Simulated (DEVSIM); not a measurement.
Structure: illuminated Si p-on-n cell, one wavelength, with a back-surface field, at 250 K.

Layer 1 from the left is Si, thickness (μm) 0.0930, Na (cm⁻³) 9.4e18, τn (s) 1.7e-7, τp (s) 9.5e-8, absorption coefficient (cm⁻¹) 39000. Layer 2 from the left is Si, thickness (μm) 200, Nd (cm⁻³) 1.1e16, τn (s) 5e-7, τp (s) 5e-7, absorption coefficient (cm⁻¹) 39000. Layer 3 from the left is Si, thickness (μm) 0.160, Nd (cm⁻³) 1.1e18, τn (s) 5e-7, τp (s) 5e-7, absorption coefficient (cm⁻¹) 39000.

Left contact: ohmic, minority electron recombination velocity 8000 cm/s. Right contact: ohmic, minority hole recombination velocity 1e5 cm/s. Voltage is applied to the left contact. Recombination: SRH at mid-gap, radiative, Auger. Light enters at the left, 4e16 photons cm⁻² s⁻¹, one pass, no reflection. Mobility is constant in doping.

Constants are typed, rounded textbook-type inputs, not results; the design itself was drawn at random and stands for no fabricated device. Values at 300 K; Nc and Nv go as T^1.5, mobilities as T to minus their exponent, the gap by Varshni's rule with the affinity fixed.

Si: gap (eV) 1.124, affinity (eV) 4.05, permittivity 11.7, Nc (cm⁻³) 2.86e19, Nv (cm⁻³) 3.1e19, μn (cm²/Vs) 1417, μp (cm²/Vs) 470, T exponent of μn 2.3, T exponent of μp 2.2, B (cm³/s) 4.7e-15, Cn (cm⁶/s) 2.8e-31, Cp (cm⁶/s) 9.9e-32, Varshni α (eV/K) 0.000473, Varshni β (K) 636.

DEVSIM, 1D drift-diffusion, Boltzmann statistics, complete ionisation; no tunnelling, impact ionisation, image-force lowering or self-heating.

Dark forward current:

```
|V| (V)  |J| (A/cm²)
-------  -----------
0.05       6.043e-11
0.10       2.465e-10
0.15       8.604e-10
0.20        2.912e-9
0.25        9.826e-9
0.30        3.349e-8
0.35        1.174e-7
0.40        4.407e-7
0.45        1.924e-6
0.50        1.081e-5
0.55        7.962e-5
0.60       0.0007031
0.65        0.006757
0.70         0.06612
0.75          0.5727
0.80           2.972
0.85           8.395
0.90           17.01
0.95           29.55
1.00           48.21
1.05           78.70
1.10           133.1
1.15           229.7
1.20           387.5
1.25           617.6
1.30           919.7
```

**Question.** Work out the local ideality factor n = ΔV / (kT/q · ln(J2/J1)) between the rows 0.10 and 0.15 V, 0.65 and 0.70 V, 1.25 and 1.30 V.

**Answer.** kT/q = 21.54 mV. From 0.10 to 0.15 V: ln(8.604e-10/2.465e-10) = 1.250, n = 1.86, near the 2 of recombination in the depletion region. From 0.65 to 0.70 V: ln(0.06612/0.006757) = 2.281, n = 1.02, near the 1 of diffusion or emission over a barrier. From 1.25 to 1.30 V: ln(919.7/617.6) = 0.398, n = 5.83.

**Question.** What current could the absorbed light give at most, and what share is collected?

**Answer.** Σ αd = 781, so qΦ(1 − exp(−Σ αd)) = 6.41 mA/cm². The simulated short-circuit current is 6.384 mA/cm², a share of 1.00.

**Question.** Estimate the open-circuit voltage by superposition: the voltage at which the dark current equals that short-circuit current.

**Answer.** Interpolating ln J in the table gives 0.649 V. The simulation gives 0.649 V, the same within the digits that matter. Superposition holds where collection doesn't change with voltage.

**Question.** Estimate the fill factor from FF0 = (v − ln(v + 0.72))/(v + 1), v = qVoc/(nkT), with n from the dark curve.

**Answer.** The rows about Voc, 0.60 and 0.65 V, give n = 1.03, so v = 29.4 and FF0 = 0.855. The simulation gives 0.854, the same within the digits that matter.
